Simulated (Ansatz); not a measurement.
We consider cubic perovskite CsPbCl₃ (cubic high-temperature phase), described by LDA (Ansatz, a program for electronic structure, PAW).

Numerical settings: plane-wave cutoff 520 eV, 6×6×6 k mesh, Fermi–Dirac smearing 0.01 eV, scalar-relativistic PAW data made under PBE.

The cell has the measured lattice: a = b = c = 5.605 Å, α = β = γ = 90.00°.

Q: Give the computed band gap and direct gap at Γ.

A: 
band gap: 1.74 eV
direct gap at Γ: 5.46 eV

Note: held by symmetry at 0 K, a high-temperature phase can be a saddle point; cell and atoms aren't relaxed at this level (pressure -1.2 GPa).

Spin–orbit coupling is not included; with these elements it can move the gap by several tenths of an eV or more.
